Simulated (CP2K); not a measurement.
# Input and output of a self-consistent single point for CaSe (Fm-3m, 2 atoms in the cell) (CP2K)

Computed with CP2K 2026.2 with PBE, GPW, DZVP-MOLOPT-SR-GTH basis, GTH-PBE potentials (GTH_POTENTIALS).

Input as run:

```
&GLOBAL
  PROJECT case
  RUN_TYPE ENERGY_FORCE
  PRINT_LEVEL LOW
&END GLOBAL
&FORCE_EVAL
  METHOD Quickstep
  STRESS_TENSOR ANALYTICAL
  &DFT
    BASIS_SET_FILE_NAME BASIS_MOLOPT
    POTENTIAL_FILE_NAME GTH_POTENTIALS
    &QS
      METHOD GPW
      EPS_DEFAULT 1E-10
    &END QS
    &MGRID
      CUTOFF 500
      REL_CUTOFF 40
      NGRIDS 5
    &END MGRID
    &SCF
      SCF_GUESS ATOMIC
      EPS_SCF 1E-6
      MAX_SCF 100
      ADDED_MOS 4
      &DIAGONALIZATION
        ALGORITHM STANDARD
      &END DIAGONALIZATION
      &MIXING
        METHOD BROYDEN_MIXING
        ALPHA 0.3
        NBUFFER 12
      &END MIXING
      &SMEAR ON
        METHOD FERMI_DIRAC
        ELECTRONIC_TEMPERATURE [K] 232.09
      &END SMEAR
    &END SCF
    &KPOINTS
      SCHEME MONKHORST-PACK 5 5 5
    &END KPOINTS
    &XC
      &XC_FUNCTIONAL PBE
      &END XC_FUNCTIONAL
    &END XC
    &PRINT
      &MO
        EIGENVALUES T
        OCCUPATION_NUMBERS T
        NDIGITS 8
        FILENAME mo
        &EACH
          QS_SCF 0
        &END EACH
        ADD_LAST NUMERIC
      &END MO
      &MULLIKEN OFF
      &END MULLIKEN
    &END PRINT
  &END DFT
  &SUBSYS
    &CELL
      A 4.18607200 0.00000000 0.00000000
      B 2.09303600 3.62524500 0.00000000
      C 2.09303600 1.20841500 3.41791400
      PERIODIC XYZ
    &END CELL
    &COORD
      SCALED
      Ca       0.00000000     0.00000000     0.00000000
      Se       0.50000000     0.50000000     0.50000000
    &END COORD
    &KIND Ca
      BASIS_SET DZVP-MOLOPT-SR-GTH-q10
      POTENTIAL GTH-PBE-q10
    &END KIND
    &KIND Se
      BASIS_SET DZVP-MOLOPT-SR-GTH-q6
      POTENTIAL GTH-PBE-q6
    &END KIND
  &END SUBSYS
  &PRINT
    &FORCES ON
    &END FORCES
    &STRESS_TENSOR ON
    &END STRESS_TENSOR
  &END PRINT
&END FORCE_EVAL
```

Log, with long lists cut:

```
 GLOBAL| Method name                                                        CP2K
 GLOBAL| Project name                                                       case
 GLOBAL| Run type                                                   ENERGY_FORCE

 TOTAL NUMBERS AND MAXIMUM NUMBERS

  Total number of            - Atomic kinds:                                   2
                             - Atoms:                                          2
                             - Shell sets:                                     2
                             - Shells:                                        11
                             - Primitive Cartesian functions:                 10
                             - Cartesian basis functions:                     29
                             - Spherical basis functions:                     27

  Maximum angular momentum of- Orbital basis functions:                        2
                             - Local part of the GTH pseudopotential:          2
                             - Non-local part of the GTH pseudopotential:      4

 SCF PARAMETERS         Density guess:                                    ATOMIC
                        max_scf:                                             100
                        max_diis:                                              4
                        eps_scf:                                        1.00E-06
                        eps_diis:                                       1.00E-01
                        eps_eigval:                                     1.00E-05
                        level_shift [a.u.]:                             0.000000
                        added MOs                                         4    0
                        Mixing method:                            BROYDEN_MIXING
                                                charge density mixing in g-space
                        Smear method:                                FERMI_DIRAC
                        Electronic temperature [K]:                        232.1
                        Electronic temperature [a.u.]:                  7.35E-04
                        Accuracy threshold:                             1.00E-10
                        No outer SCF

 Extrapolation method: initial_guess

 Number of electrons:                                                         16
 Number of occupied orbitals:                                                  8
 Number of molecular orbitals:                                                12

 Number of orbital functions:                                                 27
 Number of independent orbital functions:                                     27

 SCF WAVEFUNCTION OPTIMIZATION

  Step     Update method      Time    Convergence         Total energy    Change
     1 NoMix/Diag. 0.30E+00      -     1.90655526       -46.4578732310 -4.65E+01
     2 Broy./Diag. 0.30E+00      -     0.05512182       -45.9967486726  4.61E-01
     3 Broy./Diag. 0.30E+00      -     0.05656237       -46.1890185646 -1.92E-01
     4 Broy./Diag. 0.30E+00      -     0.00934237       -46.2992787123 -1.10E-01
     5 Broy./Diag. 0.30E+00      -     0.00063769       -46.3184995405 -1.92E-02
     6 Broy./Diag. 0.30E+00      -     0.00121925       -46.3052106485  1.33E-02
     7 Broy./Diag. 0.30E+00      -     0.00003434       -46.3014349322  3.78E-03
     8 Broy./Diag. 0.30E+00      -     0.00002603       -46.3017398641 -3.05E-04
     9 Broy./Diag. 0.30E+00      -     0.00000156       -46.3018205979 -8.07E-05
    10 Broy./Diag. 0.30E+00      -     0.00000098       -46.3018182014  2.40E-06

  *** SCF run converged in    10 steps ***

  Electronic density on regular grids:        -15.9999999997        0.0000000003
  Core density on regular grids:               15.9999999984       -0.0000000016
  Total charge density on r-space grids:       -0.0000000013
  Total charge density g-space grids:          -0.0000000013

  Overlap energy of the core charge distribution:               0.00000000000000
  Self energy of the core charge distribution:                -92.24457142771763
  Core Hamiltonian energy:                                     21.50906995367153
  Hartree energy:                                              31.72708327185254
  Exchange-correlation energy:                                 -7.29339999916310
  Electronic entropic energy:                                  -0.00000000000000
  Fermi energy:                                                 0.21311256561165

  Total energy:                                               -46.30181820135667
  Total energy (extrapolated to T->0):                        -46.30181820135667

 ENERGY| Total FORCE_EVAL ( QS ) energy [hartree]            -46.301818724067424

 FORCES| Atomic forces [hartree/bohr]
 FORCES|   Atom     x               y               z               |f|
 FORCES|      1  3.47947709E-15  1.29062108E-14  1.04558658E-15   1.34078444E-14
 FORCES|      2 -1.33572537E-15 -3.17902922E-16 -1.04292458E-15   1.72421467E-15
 FORCES| Sum     2.14375172E-15  1.25883079E-14  2.66200080E-18
 FORCES| Total atomic force                                       1.27695409E-14

 STRESS| Analytical stress tensor [bar]
 STRESS|                        x                   y                   z
 STRESS|      x        1.69299330672E+04   9.31245418693E-01   6.58490580613E-01
 STRESS|      y        9.31245418693E-01   1.69297347395E+04  -2.89436153618E-02
 STRESS|      z        6.58490580613E-01  -2.89436153618E-02   1.69297615058E+04
 STRESS| 1/3 Trace                                             1.69298097708E+04
```

The run converged in 10 iterations.

The starting cell has typed, rounded lattice constants, without a prior relaxation at this level. Values carry the incompleteness of an atom-centred basis.
